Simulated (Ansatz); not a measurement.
Defect migration in zinc-blende BN: Al-vacancy pair (Al on one host B site, one B site vacant), charge state -3. These are PBE, PAW (plane waves to 420 eV; Ansatz, a quantum-chemistry and plane-wave program) values and carry that method's errors.

Settings: 64 host sites, the relaxed PBE lattice, a 2×2×2 k-point mesh shifted by half a step, smearing 0.01 eV, spin-restricted, no image-charge correction. Energies are static. The charge state is imposed; whether it is stable for some Fermi level was not computed. Forms of the defect that were not tried may lie lower.

Barriers: single points on a 3×3×3 k-point mesh shifted by half a step at the bands' geometries.

The step: one B atom jumps into the vacancy from a nearby B site (Al-vacancy distance between ideal sites 2.56 → 4.44 Å). Atoms about the jump, Cartesian Å from the middle of the jump, before and after:

| atom | x0 | y0 | z0 | x1 | y1 | z1 |
|---|---|---|---|---|---|---|
| B1 | -0.86 | -0.01 | 0.86 | 0.86 | 0.01 | -0.86 |
| N2 | -0.07 | 0.93 | 0.06 | 0.09 | 0.96 | -0.07 |
| N3 | -0.23 | -0.89 | -1.76 | -0.10 | -0.84 | -1.72 |
| N4 | -1.83 | -0.95 | 0.01 | -1.90 | -1.03 | -0.07 |
| B5 | -0.93 | -1.81 | -0.92 | -0.95 | -1.81 | -0.86 |
| N6 | 0.02 | -0.95 | 1.79 | 0.10 | -1.04 | 1.89 |
| N7 | 1.91 | -1.05 | 0.05 | 1.82 | -0.95 | -0.01 |
| B8 | 0.96 | -1.83 | 0.85 | 0.89 | -1.84 | 0.93 |
| B9 | -0.86 | 1.73 | -0.89 | -0.86 | 1.74 | -0.88 |
| N10 | 0.02 | -2.77 | -0.02 | 0.01 | -2.76 | -0.01 |
| B11 | 0.88 | 1.73 | 0.85 | 0.89 | 1.74 | 0.86 |
| N12 | -1.83 | 0.89 | -1.83 | -1.82 | 0.87 | -1.82 |
| B13 | -0.93 | -0.04 | -2.68 | -0.93 | -0.02 | -2.71 |
| B14 | -2.71 | -0.04 | -0.92 | -2.68 | -0.08 | -0.88 |
| N15 | -1.81 | 0.86 | 1.81 | -1.87 | 0.93 | 1.86 |
| N16 | 1.91 | 0.92 | -1.92 | 1.84 | 0.86 | -1.84 |
| N17 | 1.82 | 0.87 | 1.77 | 1.83 | 0.87 | 1.77 |
| B18 | 0.94 | -0.02 | 2.67 | 0.91 | -0.06 | 2.65 |
| B19 | 2.70 | -0.08 | 0.85 | 2.73 | -0.05 | 0.89 |
| Al20 | 0.93 | -1.75 | -2.63 | 0.90 | -1.84 | -2.76 |
| B21 | -2.70 | -1.86 | 0.90 | -2.68 | -1.84 | 0.86 |
| B22 | -0.90 | -1.86 | 2.69 | -0.88 | -1.85 | 2.65 |
| B23 | 2.75 | -1.87 | -0.85 | 2.75 | -1.87 | -0.89 |
| B24 | -2.70 | 1.76 | 0.88 | -2.67 | 1.73 | 0.92 |
| N25 | -1.81 | 2.68 | -0.01 | -1.80 | 2.67 | -0.01 |
| N26 | 0.02 | 2.66 | -1.82 | 0.01 | 2.68 | -1.84 |
| B27 | 0.96 | 1.73 | -2.71 | 0.92 | 1.76 | -2.74 |
| N28 | -1.82 | -2.79 | -1.83 | -1.80 | -2.78 | -1.84 |
| N29 | -1.80 | -2.77 | 1.79 | -1.81 | -2.77 | 1.77 |
| B30 | -0.89 | 1.76 | 2.70 | -0.93 | 1.72 | 2.66 |
| N31 | 1.82 | 2.64 | 0.00 | 1.84 | 2.67 | 0.00 |
| N32 | 0.02 | 2.68 | 1.80 | 0.01 | 2.65 | 1.77 |
| B33 | 2.70 | 1.72 | -0.96 | 2.74 | 1.75 | -0.91 |

Question: Give the saddle-point geometry and the barrier.

Answer: 
```csv
atom,x,y,z
B1,-0.11,-0.31,-0.12
N2,0.00,1.05,-0.01
N3,-0.21,-0.87,-1.60
N4,-1.84,-1.02,-0.06
B5,-1.02,-1.94,-0.91
N6,0.10,-1.01,1.78
N7,1.84,-1.03,0.07
B8,0.97,-1.90,0.93
B9,-0.89,1.80,-0.90
N10,0.01,-2.81,-0.01
B11,0.90,1.77,0.88
N12,-1.83,0.90,-1.82
B13,-0.94,-0.02,-2.67
B14,-2.71,-0.06,-0.90
N15,-1.86,0.93,1.86
N16,1.89,0.91,-1.90
N17,1.82,0.88,1.78
B18,0.92,-0.04,2.64
B19,2.71,-0.07,0.88
Al20,0.92,-1.73,-2.62
B21,-2.68,-1.83,0.90
B22,-0.88,-1.84,2.65
B23,2.74,-1.86,-0.86
B24,-2.68,1.73,0.92
N25,-1.82,2.69,-0.01
N26,0.02,2.69,-1.85
B27,0.95,1.73,-2.71
N28,-1.83,-2.81,-1.85
N29,-1.80,-2.76,1.79
B30,-0.92,1.73,2.68
N31,1.84,2.66,0.01
N32,0.01,2.68,1.82
B33,2.70,1.72,-0.94
```
It lies 2.95 eV above the start and 2.94 eV above the end. The saddle point's order was not checked.
